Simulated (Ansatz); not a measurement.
The starting structures come from a database of crystals and need not be the phases stable at ambient conditions.

 Where the default PAW files enter, the runs use the earlier of Ansatz's two default sets.

Tunnelling through a barrier is set by its complex band structure: the current falls as exp(−2κd) with the smallest κ.

```
K2Br6Te
1.0
    7.53717     0.00000     0.00000
   -3.76859     6.52738     0.00000
    3.76859     2.17579     6.15408
K Te Br
2 1 6
Direct
  0.50000   0.25000   0.25000
  0.50000   0.75000   0.75000
  0.00000   0.00000   0.00000
  0.50880   0.25440   0.74560
  0.49120   0.74560   0.25440
  0.00000   0.25440   0.74560
  0.00000   0.74560   0.25440
  0.00000   0.74560   0.74560
  0.00000   0.25440   0.25440
```

Space group of this cell: Fm-3m. The cell was relaxed by PBE-D3(BJ).

Transport runs along the normal of the first two printed cell vectors, the (111) plane of the conventional cell.

No gap correction and no spin-orbit coupling; mid-gap values are interpolated between computed energies.

Task: Give the band gap and the smallest decay constant κ at mid-gap that Ansatz (a quantum-chemistry and plane-wave program) with r2SCAN yields.

Result: Gap 1.99 eV on a 6×6×6 mesh; κ = 0.230 1/Å, at (0.500, 0.000) of the in-plane reciprocal vectors. At the zone centre, at the nearest computed energy, the slowest state has κ = 0.25 1/Å.
